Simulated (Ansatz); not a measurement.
Input and output of a zone-centre phonon calculation for Sn2Ir (Fm-3m, 3 atoms in the cell) (Ansatz, a program for electronic structure).

Method: LDA (PW92), default PAW files made with PBE (plane waves; Ansatz).

```
Sn2Ir
1.0
    0.00000     3.19308     3.19308
    3.19308     0.00000     3.19308
    3.19308     3.19308     0.00000
Sn Ir
2 1
Direct
  0.75000   0.75000   0.75000
  0.25000   0.25000   0.25000
  0.00000   0.00000   0.00000
```

Reference input (self-consistent single point, DFT, LDA (PW92), plane waves, default PAW files made with PBE): basis.ecutwfc = 30.9 Ry; kpoints.mp_grid.grid = 9 9 9; hamiltonian.xc = lda; hamiltonian.pseudopotentials = {kind: paw} (the program's default PAW files); scf.occupations.method = gaussian; scf.occupations.width = 0.0073 Ry. This run's input differs from it in these lines:

```diff
@@ -22,7 +22,5 @@
     method: gaussian
-    width: 0.0073 Ry
-output:
-  forces: true
-  eigenvalues: true
-  stress: true
+    width: 0.0367 Ry
+phonons:
+  method: dfpt
```

Output (repeated stretches shortened):

```
SCF iter   1: F=—  HF=-23423.395572 eV  |F-HF|=—  |Δ(HF+E_count)|=         —  Δρ=8.19e-3  dr2=1.86e-2  ethr=1.77e-3  ⟨swp⟩=5.3  Hψ=8272  notcnv=0
all-band conjugate gradients solve this SCF's bands
preconditioner: auto → LDOS
SCF iter   2: F=—  HF=-23423.392842 eV  |F-HF|=—  |Δ(HF+E_count)|=   2.73e-3  Δρ=3.34e-3  dr2=6.46e-3  ethr=4.14e-5  ⟨swp⟩=2.1  Hψ=4072  notcnv=0
   [... lines left out ...]
SCF iter   5: F=—  HF=-23423.389673 eV  |F-HF|=—  |Δ(HF+E_count)|=   2.67e-6  Δρ=3.02e-5  dr2=4.19e-7  ethr=2.55e-8  ⟨swp⟩=2.0  Hψ=3482  notcnv=0
SCF iter   6: F=—  HF=-23423.389670 eV  |F-HF|=—  |Δ(HF+E_count)|=   2.66e-6  Δρ=4.43e-6  dr2=5.44e-9  ethr=9.31e-10  ⟨swp⟩=2.1  Hψ=2611  notcnv=0
SCF iter   7: F=—  HF=-23423.389670 eV  |F-HF|=—  |Δ(HF+E_count)|=   3.16e-9  Δρ=4.09e-7  dr2=3.85e-11  ethr=1.21e-11  ⟨swp⟩=2.7  Hψ=3676  notcnv=0
SCF iter   8: F=-23423.389670 eV  HF=-23423.389670 eV  |F-HF|=3.64e-12  |Δ(HF+E_count)|=    0.00e0  Δρ=4.29e-8  dr2=6.69e-13  ethr=1.00e-12  ⟨swp⟩=6.7  Hψ=9769  notcnv=0
SCF 1 converged in 8 iterations: F = -23423.389670 eV  dr2 = 6.69e-13
DFPT response loops at Γ: preconditioner auto → Kerker (q_TF=auto, 2.565 Å⁻¹) (partly filled bands, converged f_vac=0.036) …
Free energy (F): -23423.389670 eV
Internal energy: -23423.229901 eV  (E = F + TS)
E sigma→0 (E₀):  -23423.309786 eV
Entropy (-TS):   -0.159769 eV (-53.256 meV/atom)
Fermi energy:    14.056580 eV
--- Phonons (Γ-DFPT): 2 representative perturbations + reference, on 75 of 729 k-points (Σ response iterations 6) ---
  k mesh reduced under 8 symmetry operations, with k and −k counted as one. Each operation leaves every solved displacement unchanged or reverses it
  ASR residual: 2.491e-5 → 0.000e0 eV/Å²; symmetrization residual: 5.342e-5 eV/Å²
  ASR residual per site (eV/Å²): 2.49e-5 2.49e-5 8.88e-7
  Γ frequencies (cm⁻¹): 0.00 0.00 0.00 132.98 132.98 132.98 142.13 142.13 142.13
  non-analytic LO–TO correction: not included (Born effective charges unavailable; polar crystals: no LO–TO splitting at Γ)
```

The run converged in 8 iterations. 

Summary of the result:
```
Property                                                                                  Value
--------------------------------------------------------  -------------------------------------
Free energy E − TS (on the zero of these files)                                  -23423.3897 eV
Fermi level (on the code's own zero)                                                   14.06 eV
Zone-centre frequencies (cm⁻¹; negative means imaginary)  0, 0, 0, 133, 133, 133, 142, 142, 142
```

The starting cell comes from a database of computed structures (which also holds hypothetical and non-ambient phases and stackings), without a prior relaxation at this level. Its lattice was rescaled by up to half a per cent. Spin-orbit coupling is off. Spin polarisation is off.

Cost on one core of a shared machine: roughly 40 s.

Keys are those of Ansatz 0.2.
